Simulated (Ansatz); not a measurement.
Consider a periodic stack without vacuum, fluorite-type CoSi2 (1 1 1) on cubic HfO2 (1 1 1) (film strained to the substrate, started from cuts of the bulks and a machine-learned relaxation; slabs Hf5O10 and Co3Si6, which can lie off the formulas; of A or B type as the cell shows): substrate slab Hf5O10, film Co3Si6, surface cells [[-1, 1], [-1, 0]] and [[1, 0], [0, 1]], film strained by -4.9 and -4.9 %, outermost planes O/O and Si/Si as cut, which need not be the usual terminations and can put a slab off its formula. Its start:

```xyz
24
Lattice="3.6045 0.0000 0.0588 1.8023 3.1216 -0.0671 -0.5106 -0.7376 26.2740" Properties=species:S:1:pos:R:3 pbc="T T T"
Hf     3.9347     1.8004     2.2002
Hf     2.0811     2.9212     5.0134
Hf     2.0304     0.9151     7.9784
Hf     3.7922     2.0504    10.8790
Hf     1.9457     3.1947    13.6950
O      2.1524     0.7356     1.4093
O      2.1242     2.8616     2.8482
O      3.8981     1.8593     4.3154
O      2.0713     0.8611     5.7682
O      2.0466     2.9818     7.1818
O      3.8261     1.9844     8.6929
O      2.0014     0.9902    10.1773
O      1.9798     3.1196    11.5694
O      3.7647     2.1346    13.0335
O      1.9430     1.1496    14.5475
Co     1.9885    -0.4564    17.8511
Co     3.7385     0.8034    21.1694
Co     1.8353     1.9948    24.4293
Si     1.9963     1.5672    16.9630
Si     3.7796     0.6455    18.8281
Si     1.9561    -0.3054    20.1800
Si     1.9061     1.8985    22.1029
Si     3.6700     0.9175    23.5122
Si     1.8167    -0.0621    25.3113
```

The start was prepared with a machine-learned potential, and the result is one local minimum, with the in-plane cell held and forces under 0.04 eV/Å; the film can end far from its bulk form.

Level of theory: PBE (plane waves to 420 eV, PAW; Ansatz, a quantum-chemistry and plane-wave program). No spin–orbit coupling; the runs are not spin-polarised; PBE gaps are too small against experiment. Its k-point mesh 10×10×1, Fermi–Dirac width 0.05 eV.

**Question.** Predict the relaxed interface.

**Answer.** 
```
Item                                                                                        Value
--------------------------------------------------------------------------------  ---------------
interface area                                                                            11.3 Å²
period                                                                                    25.27 Å
heights between the nearest atoms of the two slabs at the two interfaces          1.95 and 1.94 Å
Hf–Si contacts across the interfaces within 1.22 times the sum of covalent radii   6, mean 3.35 Å
O–Si contacts across the interfaces within 1.22 times the sum of covalent radii    2, mean 1.95 Å
```
